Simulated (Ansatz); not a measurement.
Start from CdSe in the zinc blende structure (space group F-43m, No. 216; a = 6.1332 Å). Axes: x, y, z lie along the cube axes.

Computed with Ansatz (a quantum-chemistry and plane-wave program) r2SCAN, without spin-orbit coupling.

Strains are applied to the cell and any free atomic positions relax.

One change was made to it. Results:

```json
[
 {"quantity": "valence-band top at Γ (three highest levels, from the VBM)", "base": "0.00, 0.00, 0.00 eV", "after": "0.00, -0.10, -0.18 eV"},
 {"quantity": "shortest interatomic distance", "base": "265.6 pm", "after": "265.1 pm"},
 {"quantity": "band gap", "base": "1.04 eV", "after": "0.94 eV"},
 {"quantity": "gap character", "base": "direct at Γ", "after": "direct at Γ"}
]
```

Task: Which of these changes matches the shifts?
(A) tensor shear ε_xy = +1.14 %
(B) tensor shear ε_xy = +2.00 %
(C) tensor shear ε_xy = +0.29 %
(D) tensor shear ε_xy = +0.57 %

Result: B, tensor shear ε_xy = +2.00 %. For comparison, the band gap in the other runs: tensor shear ε_xy = +1.14 % gives 0.98 eV; tensor shear ε_xy = +0.29 % gives 1.03 eV; tensor shear ε_xy = +0.57 % gives 1.01 eV.

Stability against distortions was not tested. k-point labels follow each cell's own Brillouin zone.
